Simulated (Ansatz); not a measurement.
The reference is CdTe in the zinc blende structure (space group F-43m, No. 216; a = 6.558 Å). Axes: x, y, z lie along the cube axes.

The values are results of r2SCAN (Ansatz, an electronic-structure program), no spin-orbit coupling, not measurements.

For the base:

The shortest interatomic distance is 2.840 Å and the band gap is 1.17 eV.

It is then changed as follows: a free-standing slab of 1 layer (2 atoms, 2 a layer) is cut normal to [110], with 15 Å of vacuum and the in-plane cell held at bulk.

Q: Estimate the effect on the gap character.

A: The gap character is direct at U.

Q: How does this affect the shortest interatomic distance?

A: The shortest interatomic distance shrinks by 0.221 Å to 2.619 Å.

Q: Estimate the effect on the band gap.

A: The band gap increases by 0.62 eV, from 1.17 eV to 1.79 eV.

Spin-orbit coupling, missing from the scalar runs, can matter with Te. Stability against distortions was not tested. Labels are those of the standard path for the cell's own space group.
